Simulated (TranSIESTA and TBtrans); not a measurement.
Run with TranSIESTA and TBtrans (open boundaries, self-consistent; PseudoDojo norm-conserving potentials, scalar-relativistic): Spin polarized, PAO.BasisSize DZP, PAO.EnergyShift 0.15 eV, XC.Authors PW92, Mesh.Cutoff 200 Ry, ElectronicTemperature 300 K, TS.Voltage 0.0 eV, TBT.Elecs.Eta 0.001 eV.

Junction: Al chain with one N atom inserted. Leads: straight Al chain, spacing 2.597 Å. Geometry: as built, not relaxed. Transport runs along z; the first 6 and the last 6 of the 19 atoms are the lead cells, repeated to infinity.

```xyz
19
Lattice="9.000 0.000 0.000 0.000 9.000 0.000 0.000 0.000 47.899" Properties=species:S:1:pos:R:3 pbc="F F T"
Al     4.500     4.500     0.000
Al     4.500     4.500     2.597
Al     4.500     4.500     5.194
Al     4.500     4.500     7.791
Al     4.500     4.500    10.388
Al     4.500     4.500    12.985
Al     4.500     4.500    15.582
Al     4.500     4.500    18.179
Al     4.500     4.500    20.776
N      4.500     4.500    22.651
Al     4.500     4.500    24.526
Al     4.500     4.500    27.123
Al     4.500     4.500    29.720
Al     4.500     4.500    32.317
Al     4.500     4.500    34.914
Al     4.500     4.500    37.511
Al     4.500     4.500    40.108
Al     4.500     4.500    42.705
Al     4.500     4.500    45.302
```
Starting moments (μB): atom 10 +1.

Problem. Give the largest eigenchannel transmissions at the Fermi level (four at most) and the total.

Solution. Up: 0.81, 0.35, 0.35 (total 1.52); down: 0.81, 0.37, 0.37 (total 1.56). Moments were seeded on the central atoms alone, and one start was tried. The straight chain is held at its spacing; free chains may zigzag or dimerise.
